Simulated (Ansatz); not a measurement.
Start from LiF in the rock salt structure (space group Fm-3m, No. 225; a = 4.0077 Å).

Structures relaxed with PBEsol/PAW in Ansatz (a quantum-chemistry and plane-wave program), scalar-relativistic without spin-orbit coupling.

Base:

Simulated powder pattern, Cu Kα1, λ = 1.54056 Å (kinematic, ideal powder, no thermal factors, no anomalous dispersion; the 14 strongest lines at most, above 2 %, up to 2θ = 90°):

| 2θ (°) | I/Imax (%) | hkl |
|---|---|---|
| 38.89 | 75 | (111) |
| 45.21 | 100 | (200) |
| 65.86 | 50 | (220) |
| 79.20 | 12 | (311) |
| 83.49 | 14 | (222) |

After one change:

Simulated powder pattern, Cu Kα1, λ = 1.54056 Å (kinematic, ideal powder, no thermal factors, no anomalous dispersion; the 14 strongest lines at most, above 2 %, up to 2θ = 90°):

| 2θ (°) | I/Imax (%) |
|---|---|
| 45.65 | 100 |
| 53.22 | 56 |
| 78.61 | 23 |

Question: Name the change that was made.
A. Li → H
B. Li → Na
C. Li → Be

Answer: A, Li → H. Its volume per atom is 5.09 Å³ against 8.05 Å³, and its space group is Fm-3m (No. 225).

Stability against distortions was not tested. As relaxed here, HF and BeF are hypothetical phases, not in the database extracts checked. All final runs are without spin polarisation. An odd electron count without spin: BeF.
